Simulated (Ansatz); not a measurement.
Consider SrTiO₃ in the cubic perovskite structure (space group Pm-3m, No. 221).

```
SrTiO3
1.0
    3.89114     0.00000     0.00000
    0.00000     3.89114     0.00000
    0.00000     0.00000     3.89114
Sr Ti O
1 1 3
Direct
  0.00000   0.00000   0.00000
  0.50000   0.50000   0.50000
  0.50000   0.00000   0.50000
  0.00000   0.50000   0.50000
  0.50000   0.50000   0.00000
```

All numbers come from PBEsol (Ansatz, an electronic-structure program; PAW; 420 eV plane waves; no spin-orbit coupling).

Base values:

| Property | Value |
|---|---|
| Band gap | 1.85 eV |
| Gap character | indirect, R → Γ |
| Width of the top valence band | 1.05 eV |
| Smallest direct gap | 2.19 eV |
| Density | 5.17 g/cm³ |

Perturbation: a negative pressure, −2 GPa.

Q: How does this affect the band gap, gap character, width of the top valence band, smallest direct gap and density?

A: The band gap shrinks by 0.02 eV to 1.83 eV; the gap character is still indirect, R → Γ; the width of the top valence band stays essentially unchanged (1.05 eV against 1.04 eV); the smallest direct gap drops by 0.01 eV, from 2.19 eV to 2.18 eV; the density drops by 0.057 g/cm³, from 5.17 g/cm³ to 5.12 g/cm³.

Load acts through the strain it causes; cell and atoms are relaxed under it. Whether these cells are dynamically stable was not tested. All final runs are without spin polarisation. Many cubic perovskites are stable only at high temperature; tilts and polar distortions were not tested.
